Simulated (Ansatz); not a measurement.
Base system: ZrO$_{2}$ (space group P4_2/nmc, No. 137; a = 3.584 Å, c = 5.179 Å).

Now apply this change: hydrostatic tension (pressure −2 GPa).

Levels (all Ansatz, a program for electronic structure, PAW, earlier PAW set): PBEsol (420 eV, no spin-orbit coupling); r2SCAN (500 eV, scalar-relativistic without spin-orbit coupling); HSE06 (420 eV, scalar-relativistic without spin-orbit coupling); PBEsol+SOC (420 eV, spin-orbit coupling included).

One geometry, relaxed with PBEsol, under each level:

```tsv
level	band gap	lowest conduction level above the VBM at special points	electron mass	pressure
PBEsol	4.00 eV	Γ 4.00 eV; X 4.41 eV; R 4.52 eV; Z 4.56 eV	2.2 mₑ along c, 0.58 mₑ across (at Γ)	-2.00 GPa
r2SCAN	4.61 eV	Γ 4.61 eV; X 4.98 eV; R 5.09 eV; Z 5.16 eV	–	1.35 GPa
HSE06	5.72 eV	Γ 5.72 eV; X 6.13 eV; R 6.26 eV	–	–
PBEsol+SOC	4.00 eV	Γ 4.00 eV; X 4.41 eV; R 4.52 eV; Z 4.56 eV	2.2 mₑ along c, 0.58 mₑ across (at Γ)	-2.01 GPa
```

Single points use the geometry relaxed with PBEsol. Their cutoffs differ, which shifts pressures a little. HSE06 gaps are upper bounds (no full band path). Differences between runs with and without spin-orbit coupling are approximate. Load acts through the strain it causes; cell and atoms are relaxed under it. Masses are band curvatures over ±0.01 Å⁻¹ around the edge. Whether these cells are dynamically stable was not tested. This is not the structure that ZrO2 has at room temperature and ambient pressure.
